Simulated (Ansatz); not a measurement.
Results of PBEsol in Ansatz (plane waves, PAW) for Ta₂O₅ (within 0.1 Å of Cmmm, No. 65, 7 atoms in the cell; start mp-1238961).

Numerical settings: plane-wave cutoff 520 eV, 10×10×6 k mesh (along the axes of the cell as run), Fermi–Dirac smearing 0.01 eV, scalar-relativistic PAW data made under PBE.

Cell (relaxed at this level):

```xyz
7
Lattice="3.8394 0.0000 -0.0296 0.0000 3.8600 0.0000 -1.8682 0.0000 6.5188" Properties=species:S:1:pos:R:3 pbc="T T T"
Ta     1.0008     0.0000     5.1447
Ta     0.9704     0.0000     1.3445
O      1.0017     1.9300     5.1889
O      0.9694     1.9300     1.3003
O     -0.9148     0.0000     5.6679
O      2.8860     0.0000     0.8213
O      0.9856     0.0000     3.2446
```

**Question.** Give the computed band gap and bulk modulus.

**Answer.** 
band gap: 2.16 eV (on the SCF k mesh)
bulk modulus: 228 GPa

Note: the bulk modulus is −V dP/dV from two relaxed cells at ±2 % in volume.

Spin–orbit coupling is not included.

A start named mp-… is a Materials Project structure, which need not be a measured phase.

Ansatz is a quantum-chemistry and plane-wave program.
